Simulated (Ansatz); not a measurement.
**Sr: Sr → Y**

The parent structure is Sr in the hcp (Mg type) structure (space group P6_3/mmc, No. 194; a = 4.190 Å, c = 6.886 Å).

Now apply this change: full substitution Sr → Y; the structure is relaxed again.

Computed with PBEsol in Ansatz (plane waves to 420 eV, PAW, scalar-relativistic without spin-orbit coupling). Γ-centred 15×15×9 mesh, Fermi–Dirac width 0.05 eV, for the changed cell.

The density grows by 1.93 g/cm³, from 2.78 g/cm³ to 4.71 g/cm³ and the c/a ratio falls by 0.091 (1.643 → 1.552). The shortest interatomic distance shrinks by 70.8 pm, from 419.0 pm to 348.2 pm and the band gap remains zero.

Cost of the whole job for the changed cell (relaxation, final SCF and bands): about 50 core-seconds (a rough figure).

Stability against distortions was not tested. The final runs are not spin-polarised. This is not the structure that Sr has at room temperature and ambient pressure.

Ansatz is a program for electronic structure.
